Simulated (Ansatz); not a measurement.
The starting structures come from a database of crystals and need not be the phases stable at ambient conditions.

 Where the default PAW files enter, the runs use the earlier of Ansatz's two default sets.

The decay constant κ of evanescent states in the gap governs leakage through a thin film.

Given:

```
CELL_PARAMETERS angstrom
      4.29765     0.00000     0.00000
      0.00000     7.00787     0.00000
      2.14883     0.00000     3.83353
ATOMIC_POSITIONS crystal
  Cd 0.00000 0.50977 0.00000
  Cd 0.33333 0.99036 0.33333
  Se 0.33333 0.37425 0.33333
  S  0.00000 0.87762 0.00000
```

Space group of this cell: Cm. The cell is strained (lengths along the current scaled by 1.03, ions clamped); by r2SCAN its mean pressure is -3.0 GPa.

Transport runs along the normal of the first two printed cell vectors.

No gap correction and no spin-orbit coupling; mid-gap values are interpolated between computed energies.

State the band gap and the smallest decay constant κ at mid-gap according to r2SCAN (Ansatz, a quantum-chemistry and plane-wave program).

Gap 1.05 eV on a 8×4×8 mesh; κ = 0.093 1/Å, at the zone centre.
